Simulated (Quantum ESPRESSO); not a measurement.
**Convergence series on LaNO4 (Pmmn, 12 atoms in the cell)**

```
CELL_PARAMETERS angstrom
      4.02486     0.00000     0.00000
      0.00000     4.77072     0.00000
      0.00000     0.00000     8.02680
ATOMIC_POSITIONS crystal
  La 0.50000 0.50000 0.13029
  La 0.00000 0.00000 0.86971
  N  0.50000 0.50000 0.63101
  N  0.00000 0.00000 0.36899
  O  0.50000 0.50000 0.47764
  O  0.00000 0.00000 0.52236
  O  0.00000 0.50000 0.97196
  O  0.50000 0.00000 0.02804
  O  0.00000 0.22713 0.28748
  O  0.00000 0.77287 0.28748
  O  0.50000 0.27287 0.71252
  O  0.50000 0.72713 0.71252
```

Method of the run: LDA (PZ), GBRV 1.5 ultrasoft (LDA) pseudopotentials (plane waves; Quantum ESPRESSO 7.5).

The starting cell comes from a database of computed structures (which also holds hypothetical and non-ambient phases and stackings), without a prior relaxation at this level. In the base run, with a pressure of about -6 GPa the cell is away from its equilibrium volume at this level.

Held fixed: ecutwfc = 40 Ry; ecutrho = 200 Ry; occupations = smearing; smearing = gauss; degauss = 0.0036749 Ry; potentials = {La: la_lda_v1.uspp.F.UPF, N: n_lda_v1.2.uspp.F.UPF, O: o_lda_v1.2.uspp.F.UPF}; K_POINTS = automatic 4 4 2 0 0 0; mixing_beta = 0.7.

ΔF is the free energy per atom less that of the last row (7.3e-14 Ry).

The series runs over conv_thr = 0.0073 Ry; 0.00073 Ry; 7.3e-05 Ry; 7.3e-06 Ry; 7.3e-07 Ry; 7.3e-08 Ry; 7.3e-10 Ry; 1e-10 Ry; 7.3e-12 Ry; 7.3e-14 Ry.

From which setting on does the energy stay within 0.5 meV/atom of the last one?

From conv_thr = 0.00073 Ry on; the one before it is off by 0.95 meV/atom.

From which setting on does the gap on the mesh stay within 0.02 eV of the last one?

From conv_thr = 7.3e-05 Ry on; the one before it is off by 0.033 eV. The value it settles on is 2.394 eV at this level of theory and with the other settings as held.

```csv
conv_thr,ΔF (meV/atom),pressure (GPa),largest force (eV/Å),gap on the mesh (eV),iterations
0.0073 Ry,0.95,-9.38,0.627,2.369,8
0.00073 Ry,0.34,-6.32,0.345,2.361,9
7.3e-05 Ry,0.01,-5.41,0.418,2.396,11
7.3e-06 Ry,0.00,-5.68,0.440,2.394,12
7.3e-07 Ry,0.00,-5.79,0.436,2.393,13
7.3e-08 Ry,0.00,-5.78,0.438,2.393,14
7.3e-10 Ry,0.00,-5.76,0.438,2.394,16
1e-10 Ry,0.00,-5.76,0.438,2.394,16
7.3e-12 Ry,0.00,-5.76,0.438,2.394,18
7.3e-14 Ry,0.00,-5.76,0.438,2.394,20
```

The gap is read on the k-point mesh of the run and can differ from the gap over the whole zone at this level.
